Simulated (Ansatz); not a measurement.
The starting structures come from a database of crystals and need not be the phases stable at ambient conditions.

Inside the gap of an insulator the Bloch states are evanescent, with a wavenumber k + iκ along the transport direction.

Here is the system:

```
I3Sb
1.0
    7.39212     0.00000     0.00000
   -3.69606     7.15317     0.04464
    3.69606     1.87156     6.12208
Sb I
2 6
Cartesian
  3.69606   3.88249   1.04451
  3.69606   5.14223   5.12222
  2.47255   6.21547   2.57797
  4.91958   2.80926   3.58876
 -1.22364   5.58306   0.50930
  8.61577   3.44166   5.65742
  6.14322   6.83508   4.60478
  1.24891   2.18965   1.56194
```

Space group of this cell: R-3. The cell was relaxed by PBE-D3(BJ).

Transport runs along the normal of the first two printed cell vectors, the (101) plane of the conventional cell.

The gap is the functional's own. No spin-orbit coupling. Mid-gap values are interpolated on the energy grid.

Task: State the band gap and the smallest decay constant κ at mid-gap according to PBEsol in Ansatz (a first-principles code).

Result: Gap 1.96 eV on a 6×6×6 mesh; κ = 0.192 1/Å, at the zone centre.
